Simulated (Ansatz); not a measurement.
For Zn₄Te₃S (model structure, P-4m2, No. 115, 8 atoms in the cell), PBE (Ansatz, an electronic-structure program, PAW) gives:

lattice parameter a: 4.251 Å
c axis length: 11.936 Å
bulk modulus: 48.1 GPa
cohesive energy: 2.36 eV/atom
band gap: 0.98 eV

What does r²SCAN (Ansatz, PAW) give for the same quantities?


- lattice constant a: 4.210 Å (drops by 1.0 %)
- lattice parameter c: 11.793 Å (falls by 1.2 %)
- bulk modulus: 55.2 GPa (grows by 15 %)
- cohesive energy: 2.58 eV/atom (increases by 0.22 eV/atom)
- band gap: 1.60 eV (goes up by 0.62 eV)

Changes are worked out from the printed values.

Unless a cell is named, each level is at its own relaxed cell (PBE 26.96, r²SCAN 26.12 Å³/atom).

Levels without +SOC leave out spin–orbit coupling, which shifts energies and cells of such heavy elements.

Levels without +SOC have no spin–orbit coupling; where heavier elements are present it shifts gaps, mostly down, and can invert bands. Density-functional gaps are differences of (generalised) Kohn–Sham levels.

Caveats: the bulk modulus is −V dP/dV from two relaxed cells at ±2 % in volume (PBE, r²SCAN). Ansatz's density-functional and Hartree–Fock values are scalar-relativistic unless marked +SOC, with PAW data made under PBE.

A model structure was made by putting elements into a prototype or built by hand; it is no filed structure, need not be a known phase, and can be a saddle point held by its symmetry.
